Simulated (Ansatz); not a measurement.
Base system: BeTe in the zinc blende structure (space group F-43m, No. 216).

```
BeTe
1.0
    0.00000     2.80217     2.80217
    2.80217     0.00000     2.80217
    2.80217     2.80217     0.00000
Be Te
1 1
Direct
  0.00000   0.00000   0.00000
  0.25000   0.25000   0.25000
```

Cartesian axes are those of the cell as printed.

Level of theory: Kohn–Sham DFT with the PBEsol functional, run in Ansatz (a quantum-chemistry and plane-wave program) with PAW and 420 eV plane waves, without spin-orbit coupling.

Strains are applied to the cell and any free atomic positions relax.

One change was made to it. Results:

The valence-band top at Γ (three highest levels, from the VBM) changes from 0.00, 0.00, 0.00 eV to 0.00, -0.19, -0.33 eV; the energy increases by 5.6 meV/atom; the smallest direct gap drops by 0.39 eV (3.61 eV → 3.22 eV).

Question: Which change produced these results?
A. tensor shear ε_xy = +1.14 %
B. tensor shear ε_xy = +1.71 %
C. tensor shear ε_xy = +0.57 %
D. tensor shear ε_xy = +2.00 %
E. tensor shear ε_xy = +0.86 %

Answer: D, tensor shear ε_xy = +2.00 %. For comparison, the valence-band top at Γ in the other runs: tensor shear ε_xy = +1.14 % gives 0.00, -0.10, -0.19 eV; tensor shear ε_xy = +0.57 % gives 0.00, -0.05, -0.09 eV; tensor shear ε_xy = +1.71 % gives 0.00, -0.16, -0.28 eV; tensor shear ε_xy = +0.86 % gives 0.00, -0.08, -0.14 eV.

Spin-orbit coupling, missing from the scalar runs, can matter with Te. Whether these cells are dynamically stable was not tested.
